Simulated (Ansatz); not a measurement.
A periodic model of amorphous Hf₁₈O₃₇Zn:

```yaml
crystal:
  lattice:
    - [8.77011, 0.44711, 0.09252]
    - [0.44711, 8.94727, 0.20910]
    - [0.09252, 0.20910, 9.25216]
  atoms:
    - { symbol: Hf, position: [0.03667, 0.96406, 0.46082] }
    - { symbol: Hf, position: [0.84767, 0.53525, 0.52536] }
    - { symbol: Hf, position: [0.48498, 0.24053, 0.20652] }
    - { symbol: Hf, position: [0.81119, 0.37292, 0.15191] }
    - { symbol: Hf, position: [0.95857, 0.72863, 0.20598] }
    - { symbol: Hf, position: [0.37908, 0.06600, 0.61363] }
    - { symbol: Hf, position: [0.80553, 0.00754, 0.95515] }
    - { symbol: Hf, position: [0.58666, 0.73997, 0.71313] }
    - { symbol: Hf, position: [0.10554, 0.33896, 0.38042] }
    - { symbol: Hf, position: [0.16833, 0.88501, 0.84310] }
    - { symbol: Hf, position: [0.28182, 0.85143, 0.21863] }
    - { symbol: Hf, position: [0.32261, 0.53972, 0.99684] }
    - { symbol: Hf, position: [0.66687, 0.88382, 0.39645] }
    - { symbol: Hf, position: [0.18665, 0.19998, 0.00476] }
    - { symbol: Hf, position: [0.59678, 0.72506, 0.07694] }
    - { symbol: Hf, position: [0.95666, 0.58339, 0.88744] }
    - { symbol: Hf, position: [0.61663, 0.33164, 0.83817] }
    - { symbol: Hf, position: [0.69162, 0.21571, 0.52704] }
    - { symbol: O, position: [0.05690, 0.92919, 0.23694] }
    - { symbol: O, position: [0.18134, 0.65340, 0.16445] }
    - { symbol: O, position: [0.23530, 0.80946, 0.43649] }
    - { symbol: O, position: [0.66029, 0.84435, 0.89374] }
    - { symbol: O, position: [0.51077, 0.09562, 0.38801] }
    - { symbol: O, position: [0.89677, 0.76461, 0.42027] }
    - { symbol: O, position: [0.75314, 0.87881, 0.16577] }
    - { symbol: O, position: [0.29702, 0.36503, 0.25942] }
    - { symbol: O, position: [0.81655, 0.39859, 0.92162] }
    - { symbol: O, position: [0.60088, 0.95048, 0.60474] }
    - { symbol: O, position: [0.90677, 0.29892, 0.49964] }
    - { symbol: O, position: [0.81763, 0.04470, 0.42978] }
    - { symbol: O, position: [0.09727, 0.50094, 0.53585] }
    - { symbol: O, position: [0.04338, 0.90532, 0.67063] }
    - { symbol: O, position: [0.26936, 0.09122, 0.81455] }
    - { symbol: O, position: [0.36602, 0.78290, 0.01029] }
    - { symbol: O, position: [0.69068, 0.41565, 0.64069] }
    - { symbol: O, position: [0.02607, 0.06383, 0.95144] }
    - { symbol: O, position: [0.53548, 0.51180, 0.11465] }
    - { symbol: O, position: [0.74457, 0.13501, 0.77947] }
    - { symbol: O, position: [0.50556, 0.80028, 0.26682] }
    - { symbol: O, position: [0.63728, 0.68000, 0.50545] }
    - { symbol: O, position: [0.83860, 0.64788, 0.71491] }
    - { symbol: O, position: [0.32671, 0.07250, 0.14593] }
    - { symbol: O, position: [0.97370, 0.79806, 0.96396] }
    - { symbol: O, position: [0.48474, 0.24237, 0.65776] }
    - { symbol: O, position: [0.40799, 0.30816, 0.97511] }
    - { symbol: O, position: [0.65964, 0.32729, 0.32107] }
    - { symbol: O, position: [0.01515, 0.25422, 0.18751] }
    - { symbol: O, position: [0.81874, 0.60534, 0.07743] }
    - { symbol: O, position: [0.50414, 0.56601, 0.83642] }
    - { symbol: O, position: [0.18836, 0.13057, 0.47973] }
    - { symbol: O, position: [0.36330, 0.84015, 0.70064] }
    - { symbol: O, position: [0.18245, 0.64431, 0.81657] }
    - { symbol: O, position: [0.92191, 0.50779, 0.30296] }
    - { symbol: O, position: [0.68766, 0.18839, 0.06484] }
    - { symbol: O, position: [0.12509, 0.42298, 0.96822] }
    - { symbol: Zn, position: [0.20878, 0.66351, 0.59556] }
```

Methods: PBE, scalar-relativistic without spin-orbit coupling (Ansatz, a program for electronic structure); r2SCAN, scalar-relativistic without spin-orbit coupling (Ansatz); HSE06, scalar-relativistic without spin-orbit coupling (Ansatz). Neutral PBE cell, which sets geometry, pressure and energy: sampling: a 2×2×2 Γ-centred mesh; Fermi-Dirac width 0.02 eV; no spin polarisation. Exact exchange is cut at the faces of this 9 Å cell, which leaves hybrid gaps a finite-size error.

It comes from a melt-quench run on a machine-learned potential (CHGNet), relaxed afterwards by DFT. O atoms were pushed apart under 1.9 Å during the dynamics, to hinder bonds among them. The hot cell started wider than the set density and was brought back towards it in steps. It is the lowest in DFT energy of 2 quenches. It is a model cell: composition and starting density were chosen by hand, and all elements were melted together. No dispersion term was used. Its density started from a set value of 8.88 and ended at 8.88 g/cm³. Cooling (nominally 450 K/ps over its main leg) ran many orders faster than in experiment, which tends to leave more defects and strain. Values belong to this one cell and scatter from quench to quench. The volume was held where the preparation left it and the shape relaxed.

Question: Give the pressure, the energy against reference phases and the spacing of the highest filled and lowest empty levels.

Answer: 
- Pressure on a 2×2×2 Γ-centred mesh: 0.41 GPa
- Largest force and stress component on that mesh (the relaxation ran on the zone centre alone): 0.16 eV/Å and 0.4 GPa
- Energy relative to HfO2 (P2_1/c) + wurtzite ZnO (lowest mix at this level among the phases computed, not always the ambient ones): 172 meV/atom
- Level gap on a 2×2×2 Γ-centred mesh (PBE): 3.81 eV
- Level gap at the zone centre (PBE): 3.89 eV
- Level gap at the zone centre (r2SCAN): 4.35 eV
- Level gap at the zone centre (HSE06): 5.44 eV
- Distance between the nearest levels spread over more than a fifth of the atoms or a third of the atoms of their main element (six at least) (PBE, zone centre): 4.12 eV

Question: At PBE and the zone centre, how localised are the states just below and above the Fermi level (participation number: the atoms over which a state spreads)?

Answer: The highest filled state is spread over 7.4 atoms' worth, largest on O35, with weights by element (charge in smoothed Voronoi cells) O 0.94, Hf 0.05, Zn 0.01. The lowest empty state is spread over 23.7 atoms' worth, largest on Hf15, with weights by element (charge in smoothed Voronoi cells) Hf 0.51, O 0.47, Zn 0.02.

At PBE the levels at the filled edge of the gap are localised (band-tail or defect states).

Bonds are counted up to Hf-Hf 3.34 Å, Hf-O 2.72 Å, Hf-Zn 3.01 Å, O-O 1.58 Å, O-Zn 2.26 Å, Zn-Zn 2.68 Å. Two cations that share two anions don't count as bonded, nor two that share one unless they lie closer than Hf-Hf 3.25 Å, Hf-Zn 2.93 Å, Zn-Zn 2.61 Å.

Added carriers, by PBE, scalar-relativistic without spin-orbit coupling in Ansatz on the zone centre alone. Charged cells keep the cell fixed and stand in a uniform background, with no image correction, at a width of 0.01 eV; where the count is odd the moment is locked at 1 μB, unless the neutral cell bore moments. Each starts from the undistorted neutral geometry alone. PBE's self-interaction favours spread-out carriers, so it can miss traps that a hybrid finds.

Question: What happens at PBE when the cell takes an extra electron and the atoms relax?

Answer: Relaxation lowers the charged cell by 0.32 eV. The largest moves are O39 0.15 Å, O25 0.13 Å, Hf15 0.13 Å, O49 0.09 Å. The level that holds the added charge spreads over 13.1 atoms' worth, most on Hf15 (weight 0.20): a partly localised carrier. No bond crosses its cut-off with a change of over 0.15 Å (metal-metal contacts aside). Made neutral again at that geometry, the cell lies +0.57 eV from the neutral start.

Question: What happens at PBE when the cell takes a hole and the atoms relax?

Answer: Relaxation lowers the charged cell by 0.23 eV. The largest moves are O29 0.17 Å, O49 0.12 Å, O26 0.11 Å, O35 0.10 Å. The level that was emptied spreads over 3.8 atoms' worth, most on O35 (weight 0.39): a localised (trapped) carrier, which neighbours of that atom can share. No bond crosses its cut-off with a change of over 0.15 Å (metal-metal contacts aside). Made neutral again at that geometry, the cell lies +0.75 eV from the neutral start.
